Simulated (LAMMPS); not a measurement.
LAMMPS 22 Jul 2025, classical MD, SNAP (Mo_Zuo_JPCA2020.snapcoeff): Mo, 1024 atoms.

```yaml
task: MD, nve
potential: SNAP, Mo_Zuo_JPCA2020.snapcoeff Mo_Zuo_JPCA2020.snapparam
copies_of_the_repeat_unit: 8×8×8
shape (slab and sphere leave vacuum in the box): bulk
neighbor_skin: 2 Å
neigh_modify: every 1 delay 0 check yes
newton: on (default)
atom_modify sort (bins of 2 Å where set): 1000 (default)
comm_style: brick (default)
box: 25.2 × 25.2 × 25.2 Å
start: generated bcc lattice, warmed in an untimed run
```

All runs start from one configuration, warmed at this fixed volume for 300 steps under a thermostat at 1200 K. The run at the shortest step has a mean temperature of 1250 K and a mean pressure of 10.1 GPa.

Each run covers about 0.40 ps at constant energy (mean temperature 1250 K at the shortest step); σ is the standard deviation over the printed steps. One run each, on a shared machine, so no times are given.

Steps tried: 0.5 fs, 1 fs, 2 fs, 2.5 fs, 4 fs, 5 fs, 8 fs, 10 fs, 16 fs, 20 fs, 32 fs.

**Question.** Up to which step does the ratio σ(E total)/σ(E kinetic) stay under 2 %, and what happens beyond?

**Answer.** 5 fs. The run fails or blows up at 32 fs.

| time step | σ(E total)/σ(E kinetic) | last minus first total energy (meV/atom) | mean temperature (K) |
|---|---|---|---|
| 0.5 fs | 0.00011 | under 0.001 | 1250 |
| 1 fs | 0.00045 | −0.0015 | 1250 |
| 2 fs | 0.0018 | −0.0051 | 1240 |
| 2.5 fs | 0.0028 | −0.0080 | 1240 |
| 4 fs | 0.0071 | −0.017 | 1240 |
| 5 fs | 0.011 | −0.022 | 1240 |
| 8 fs | 0.028 | −0.020 | 1230 |
| 10 fs | 0.044 | +0.038 | 1220 |
| 16 fs | 0.11 | +0.87 | 1190 |
| 20 fs | 0.20 | +2.8 | 1160 |
| 32 fs | stops: Lost atoms | — | — |

The bar is a choice.
